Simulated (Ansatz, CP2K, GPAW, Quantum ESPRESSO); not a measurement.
# One structure in several programs: ZrAu₃ (P1, 8 atoms in the cell)

Self-consistent single point, at a second geometry (atoms moved at random). First geometry:

```
CELL_PARAMETERS angstrom
      4.78263     0.00000     0.00000
      0.00000     6.02935     0.00000
      0.00000     0.00000     4.84371
ATOMIC_POSITIONS crystal
  Zr 0.50000 0.50000 0.66091
  Zr 0.00000 0.00000 0.33909
  Au 0.50000 0.75364 0.16530
  Au 0.50000 0.24636 0.16530
  Au 0.00000 0.74636 0.83470
  Au 0.00000 0.25364 0.83470
  Au 0.00000 0.50000 0.33990
  Au 0.50000 0.00000 0.66010
```

Second geometry:
```
ZrAu3
1.0
    4.78263     0.00000     0.00000
    0.00000     6.02935     0.00000
    0.00000     0.00000     4.84371
Zr Au
2 6
Cartesian
  2.35902   3.03388   3.19852
 -0.02632  -0.05343   1.69972
  2.35219   4.54526   0.82229
  2.39669   1.53048   0.77305
  0.00844   4.44190   3.97541
  0.05574   1.60404   4.05994
  0.04422   2.95419   1.67443
  2.37529   0.03174   3.17147
```

Shared settings, as Ansatz (a first-principles code) writes them: kpoints.mp_grid.grid = 3 3 3; scf.occupations.method = gaussian; scf.occupations.width = 0.272 eV. Potentials and cutoffs stand in the table.

| code | model | ΔF from the first geometry (meV/atom) | pressure (GPa) | largest force (eV/Å) | cutoff |
|---|---|---|---|---|---|
| GPAW | PBEsol, GPAW PAW datasets PBEsol (made by gpaw-setup) | 27.0 | 6.25 | 1.301 | 550 eV |
| Ansatz | PBEsol, PAW files made with PBE | 25.3 | 4.81 | 1.222 | default |
| Quantum ESPRESSO | PBEsol, GBRV 1.5 ultrasoft (PBESOL) pseudopotentials | 25.3 | 4.43 | 1.218 | 40 Ry |
| CP2K | PBEsol, GPW, DZVP-MOLOPT-SR-GTH basis, GTH-PBE potentials (GTH_POTENTIALS) | 30.6 | 10.79 | 1.455 | grid 500 Ry |

Size of the force on each atom (eV/Å): Sizes of forces hide their directions.

```
code                Zr1    Zr2    Au3    Au4    Au5    Au6    Au7    Au8
----------------  -----  -----  -----  -----  -----  -----  -----  -----
GPAW              0.747  0.914  0.497  0.379  1.301  1.191  0.940  0.556
Ansatz            0.726  0.895  0.478  0.351  1.222  1.093  0.877  0.529
Quantum ESPRESSO  0.725  0.891  0.475  0.350  1.218  1.090  0.882  0.535
CP2K              0.798  0.991  0.543  0.428  1.455  1.372  1.058  0.638
```

On Ansatz's run: spin-orbit coupling is off.

The spread over the programs that give each value: ΔF from the first geometry within 5.3 meV/atom; pressure within 6.36 GPa; largest force within 0.237 eV/Å.

CP2K uses small atom-centred bases, whose incompleteness enters pressures, forces and empty levels differently from a plane-wave cutoff. Ansatz's pressure is given at a fixed set of plane waves, as the other plane-wave codes print theirs; with its correction for the finite basis it is 4.85 GPa. In the pressure, GPAW (by 1.44) and CP2K (by 5.98) lie more than 1 GPa from the median of the plane-wave programs. In the force vectors, GPAW (by 0.106) and CP2K (by 0.298) lie more than 0.08 eV/Å from the median of the plane-wave programs.

The shared mesh is coarse (it stands for a supercell whose shortest vector is 14 Å), so the values are not converged in it.

The starting cell comes from a database of computed structures (which also holds hypothetical and non-ambient phases and stackings), without a prior relaxation at this level. Its lattice was rescaled by a random factor within 2.5 % of one. For this run, on top of that: atoms moved at random.

Left out of this page: Elk (not drawn, or without a comparable value).

Keys are those of Ansatz 0.2.
